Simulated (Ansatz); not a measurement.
Structures of equal composition on the (110) surface of bcc W: a layer of Co in place of the second plane; a layer of Co in place of the third plane. The slabs share one bottom face, and each structure is named by its start. These are constructed structures in small cells; real faces may alloy, dewet or reconstruct in larger ones, and not all known structures of the face are among them. Slabs of about 11 Å, Fermi-Dirac smearing of 0.1 eV. Bottom of the slabs: a bare face, its two planes held. Relaxed from the named starts with such symmetry as they have, on meshes of like density; energies extrapolated to zero smearing; spin only where a row says so; no spin-orbit coupling, no U. Brackets mark spin-polarised runs, whose order is one that fits the cell.

Method: PBE (plane waves to 420 eV, PAW; Ansatz, a first-principles code).

Problem. Put the candidates in order of energy per 1x1 cell, lowest first, for PBE.

Solution. a layer of Co in place of the third plane (0.000 eV [spin start, no net moment]), a layer of Co in place of the second plane (0.132 eV [spin start, no net moment])
